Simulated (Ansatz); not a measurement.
Lattice parameter c of AgInTe2 (model structure, from the chalcopyrite type, I-42d, No. 122) at several levels of theory

No measured value is used here.

```
level (code)         value (Å)
-------------------  ---------
PBE (Ansatz)            13.004
PBEsol (Ansatz)         12.760
PBE-D3(BJ) (Ansatz)     12.797
```

Ansatz's density-functional and Hartree–Fock values are scalar-relativistic unless marked +SOC, with PAW data made under PBE.

A model structure was made by putting elements into a prototype or built by hand; it is no filed structure, need not be a known phase, and can be a saddle point held by its symmetry.

Ansatz is an electronic-structure program.
